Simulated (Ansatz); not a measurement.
Response to strain in Rh

Consider Rh in the fcc (Cu type) structure (space group Fm-3m, No. 225; a = 3.802 Å; relaxed with 0.1 eV smearing). Axes: x, y, z lie along the cube axes.

Strains are applied to the cell and any free atomic positions relax; under biaxial strain the out-of-plane vector relaxes too.

Level of theory: r2SCAN (Ansatz, an electronic-structure program, PAW, no SOC).

```csv
"biaxial strain, plane normal [111], relaxed out of plane (%)",out-of-plane strain (%)
0,0.00
0.42,-0.23
0.83,-0.46
1.25,-0.69
1.67,?
2.08,-1.13
2.5,-1.36
```

Task: Fit ε⊥ = −νε + γε² (strains in %) to the rows shown and predict the withheld row.

Result: Least squares on the printed values gives ν = 0.56 (the biaxial Poisson response) and γ = 0.005 (largest residual 0.00 %); this predicts -0.91 %, and the run gives -0.91 %, in agreement.

Whether these cells are dynamically stable was not tested. All final runs are without spin polarisation. Rh lies near a magnetic instability that expansion can trigger; it was not tested.
